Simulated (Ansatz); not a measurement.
Variants of one calculation on MnSi (P2_13, 8 atoms in the cell)

```yaml
crystal:
  lattice:
    - [4.48425, 0.00000, 0.00000]
    - [0.00000, 4.48425, 0.00000]
    - [0.00000, 0.00000, 4.48425]
  atoms:
    - { symbol: Mn, position: [0.36354, 0.13646, 0.86354], spin: 4.0 }
    - { symbol: Mn, position: [0.13646, 0.86354, 0.36354], spin: 4.0 }
    - { symbol: Mn, position: [0.86354, 0.36354, 0.13646], spin: 4.0 }
    - { symbol: Mn, position: [0.63646, 0.63646, 0.63646], spin: 4.0 }
    - { symbol: Si, position: [0.65422, 0.84578, 0.15422] }
    - { symbol: Si, position: [0.84578, 0.15422, 0.65422] }
    - { symbol: Si, position: [0.15422, 0.65422, 0.84578] }
    - { symbol: Si, position: [0.34578, 0.34578, 0.34578] }
```
(The spins are starting values, not results.)

Base run A: PBE, PAW files (Ansatz, a program for electronic structure), self-consistent single point.

Its settings: basis.ecutwfc = 420 eV; kpoints.mp_grid.grid = 8 8 8; hamiltonian.xc = pbe; hamiltonian.pseudopotentials = {kind: paw} (the program's default PAW files); magnetization.spin_polarized = true; scf.occupations.method = gaussian; scf.occupations.width = 0.136 eV.

The starting cell comes from a database of computed structures (which also holds hypothetical and non-ambient phases and stackings), without a prior relaxation at this level. The moments shrank to a small part of their start, a low-spin state that need not be the lowest. In the base run, with a pressure of about 5 GPa the cell is away from its equilibrium volume at this level. Ansatz's pressure includes its estimate of the finite-basis (Pulay) stress.

ΔF is the free energy per atom less that of run A. A dash stands where there is no value to compare (another energy zero or no entropy term, no result, no spin, no clean gap, or a mesh too coarse for one). Absolute energies have different zeros for different potentials, functionals, Hubbard and dispersion terms and are not compared across them.

```tsv
run	change	ΔF (meV/atom)	pressure (GPa)	largest force (eV/Å)	size of the net moment (μB/atom)	k-points
A	base	0.00	4.97	0.093	0.47	45
B	crystal.symmetry.detect: default → false	0.00	4.97	0.093	0.47	260
C	scf.convergence.dr2_threshold: default (1e-07 eV) → 1e-06 eV	0.00	4.97	0.093	0.47	45
D	scf.occupations.width: 0.136 eV → 0.8 eV	-135.2	5.06	0.210	0.00	45
E	hamiltonian.xc: pbe → lda [LDA (PW92)]	–	-7.99	0.110	0.39	45
F	kpoints.mp_grid.grid: 8 8 8 → 6 6 6; kpoints.mp_grid.shift: default → 0.5 0.5 0.5	-0.31	5.02	0.095	0.48	11
G	scf.algorithm: default → direct_min	0.00	4.97	0.093	0.47	45
H	scf.mixing.algorithm: default (the program chose MSR1) → broyden; scf.mixing.beta_mag: default → 2	0.00	4.97	0.093	0.47	45
I	scf.lower_state_search: default → standard	0.00	4.97	0.093	0.47	90
```

Run E against A: The pressure goes from 4.97 to -7.99 GPa, the largest force goes from 0.093 to 0.110 eV/Å and the size of the net moment goes from 0.47 to 0.39 μB/atom.

Run D against A: The free energy drops by 135 meV/atom, the pressure moves little (4.97 to 5.06 GPa), the largest force goes from 0.093 to 0.210 eV/Å and the size of the net moment goes from 0.47 to 0.00 μB/atom.

Run F against A: The free energy is nearly the same (within 1 meV/atom), the pressure moves little (4.97 to 5.02 GPa), the largest force hardly changes (0.093 to 0.095 eV/Å) and the size of the net moment moves little (0.47 to 0.48 μB/atom).

Runs D lost their moments and ended non-magnetic.

Keys are those of Ansatz 0.2.
